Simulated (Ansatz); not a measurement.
ZnSe, pressure series

Start from ZnSe in the zinc blende structure (space group F-43m, No. 216; a = 5.666 Å).

Cell and atoms are relaxed at each pressure.

Level of theory: r2SCAN (Ansatz, a first-principles code; PAW; 500 eV plane waves; no spin-orbit coupling).

Notes on the quantities. enthalpy: H = E + PV relative to the base's energy.

```tsv
variant	band gap	density	enthalpy	gap character
base	1.87 eV	5.27 g/cm³	–	direct at Γ
pressure −2 GPa	1.73 eV	5.10 g/cm³	-0.29 eV/atom	direct at Γ
pressure −1 GPa	1.80 eV	5.19 g/cm³	-0.14 eV/atom	direct at Γ
pressure 0.9 GPa	1.93 eV	5.34 g/cm³	+0.13 eV/atom	direct at Γ
pressure 2.1 GPa	2.00 eV	5.43 g/cm³	+0.29 eV/atom	direct at Γ
pressure 4.5 GPa	2.13 eV	5.60 g/cm³	+0.62 eV/atom	direct at Γ
pressure 9 GPa	2.35 eV	5.88 g/cm³	+1.21 eV/atom	direct at Γ
pressure 15 GPa	2.60 eV	6.19 g/cm³	+1.95 eV/atom	direct at Γ
pressure 22.5 GPa	2.77 eV	6.53 g/cm³	+2.83 eV/atom	indirect, Γ → X
pressure 30 GPa	2.63 eV	6.83 g/cm³	+3.67 eV/atom	indirect, Γ → X
```

Load acts through the strain it causes; cell and atoms are relaxed under it. No phonon test of stability was made. Measured, ZnSe leaves this structure (for rock salt) near 13 GPa (temperature not stated; as listed in M. Köfferlein et al., Hyperfine Interactions (1994)).
